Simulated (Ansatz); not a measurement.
## ZnGeP2: holes 3.0×10^21 cm⁻³

Consider ZnGeP2 in the chalcopyrite structure (space group I-42d, No. 122; a = 5.424 Å, c = 10.709 Å).

It is then changed as follows: hole doping at 3.0×10^21 cm⁻³ (0.473 per cell), with a uniform compensating background at fixed cell and a 300 K Fermi–Dirac width.

All numbers come from PBEsol (Ansatz, an electronic-structure program), without spin-orbit coupling. k-mesh 12×12×12 (Γ-centred); smearing 0.0259 eV (Fermi–Dirac).

Gap between the host's bands: 1.12 eV (base 1.07 eV)
Gap character: indirect, Γ → M–S (33 % along) (base indirect, Γ → M–S (33 % along))
Fermi level relative to the doped band's edge (positive inside the band; to 0.05 eV): +0.50 eV

Charged cell with a jellium background: band edges are those of the host's band count, energies are not comparable with the neutral cell, and many-body gap narrowing is missing. Stability against distortions was not tested.
